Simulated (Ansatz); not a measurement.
We consider IrB2 (model structure, started from the AlB2 type, P6/mmm, No. 191, 3 atoms in the cell), described by r²SCAN (PAW; Ansatz, an electronic-structure program).

Settings: plane-wave cutoff 560 eV, 24×24×18 k mesh (along the axes of the cell as run), Fermi–Dirac smearing 0.05 eV, no spin polarisation, scalar-relativistic PAW data made under PBE.

Cell (relaxed at this level):

```cif
data_B2Ir
_chemical_formula_sum 'Ir1 B2'
_space_group_name_H-M_alt 'P6/mmm'
_space_group_IT_number 191
_space_group_name_Hall '-P 6 2'
_cell_length_a 3.09744
_cell_length_b 3.09744
_cell_length_c 3.22204
_cell_angle_alpha 90.000
_cell_angle_beta 90.000
_cell_angle_gamma 120.000
loop_
_atom_site_label
_atom_site_type_symbol
_atom_site_symmetry_multiplicity
_atom_site_Wyckoff_symbol
_atom_site_fract_x
_atom_site_fract_y
_atom_site_fract_z
_atom_site_occupancy
Ir1 Ir 1 a 0.00000 0.00000 0.00000 1
B1 B 2 d 0.33333 0.66667 0.50000 1
```

What does this level give for the bulk modulus B0?


- bulk modulus B0: 299 GPa

Note: the run has no spin polarisation, so it can have missed a magnetic state; the bulk modulus is −V dP/dV from two relaxed cells at ±2 % in volume; the relaxation could raise the start's symmetry but not lower it, so the cell can be a saddle point.

Spin–orbit coupling is not included; it can open a gap where bands touch, and shift volumes and moduli.

The computed numbers hold no vibrational or temperature effects.

Cost on a shared machine: roughly 2.5 core-minutes.

A model structure was made by putting elements into a prototype or built by hand; it is no filed structure, need not be a known phase, and can be a saddle point held by its symmetry.
